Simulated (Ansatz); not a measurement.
## Pressure series in BaTiO3

Take BaTiO$_{3}$ in the cubic perovskite structure (space group Pm-3m, No. 221) as the base.

```xyz
5
Lattice="4.0192 0.0000 0.0000 0.0000 4.0192 0.0000 0.0000 0.0000 4.0192" Properties=species:S:1:pos:R:3 pbc="T T T"
Ba     0.0000     0.0000     0.0000
Ti     2.0096     2.0096     2.0096
O      0.0000     2.0096     2.0096
O      2.0096     2.0096     0.0000
O      2.0096     0.0000     2.0096
```

Cell and atoms are relaxed at each pressure.

The values are results of Ansatz (an electronic-structure program) PBE, no spin-orbit coupling, not measurements.

```csv
variant,lattice parameter a,band gap,width of the top valence band
base,4.019 Å,1.78 eV,0.95 eV
pressure −2 GPa,4.036 Å,1.76 eV,0.95 eV
pressure −1 GPa,4.028 Å,1.77 eV,0.95 eV
pressure 3 GPa,3.996 Å,1.82 eV,0.96 eV
pressure 7 GPa,3.967 Å,1.87 eV,0.96 eV
pressure 15 GPa,3.917 Å,1.95 eV,0.99 eV
pressure 30 GPa,3.841 Å,2.01 eV,1.06 eV
pressure 50 GPa,3.763 Å,2.02 eV,1.16 eV
pressure 75 GPa,3.687 Å,2.00 eV,1.29 eV
pressure 100 GPa,3.626 Å,1.95 eV,1.38 eV
```

Load acts through the strain it causes; cell and atoms are relaxed under it. No phonon test of stability was made. Competing high-pressure phases were not computed. The final runs are not spin-polarised. Many cubic perovskites are stable only at high temperature; tilts and polar distortions were not tested. This is not the structure that BaTiO3 has at room temperature and ambient pressure.
